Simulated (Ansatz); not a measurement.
## Point defect As_B in zinc-blende BAs

Computed with PBE, PAW (plane waves to 420 eV; Ansatz, a program for electronic structure). A 2×2×2 supercell of 64 sites was used; the energies come from a 2×2×2 shifted sampling of its zone. Site at the start: the B site. Finite-size correction: monopole term and site-potential alignment. Dielectric constants: PBE linear response of the host. Host gap at this level: 1.20 eV. These values are not converged in cell size to better than tenths of an eV. The semilocal functional narrows the gap, so deep levels can fall outside it. Spin–orbit coupling is left out. Each state is the lowest found from its start.

```json
[
 {"charge": "+2", "moment (μB)": "not spin-polarised", "largest move off a lattice site (Å)": "0.28", "image correction with alignment (eV)": "1.22"},
 {"charge": "+1", "moment (μB)": "1.0", "largest move off a lattice site (Å)": "0.32", "image correction with alignment (eV)": "0.44"},
 {"charge": "0", "moment (μB)": "not spin-polarised", "largest move off a lattice site (Å)": "0.35", "image correction with alignment (eV)": "0.00"},
 {"charge": "−1*", "moment (μB)": "fractional", "largest move off a lattice site (Å)": "0.38", "image correction with alignment (eV)": "–"}
]
```

* At this level the carrier isn't localised at the defect: at charge −1 electrons occupy the conduction band. Such a state is shallow or no state of the defect, and this cell gives it no level.

Starting moments that weren't kept: charge −1 began with 1 μB and ended with 0.4.

No other site or start that was run ended lower by more than 0.1 eV.

Transition levels above the valence-band maximum: ε(+2/+1) = 0.30 eV; ε(+1/0) = 0.73 eV. On the lower envelope of the bound states, inside the gap: (+2/+1) at 0.30 eV; (+1/0) at 0.73 eV.

Flagged in the runs: a doubtful potential alignment.
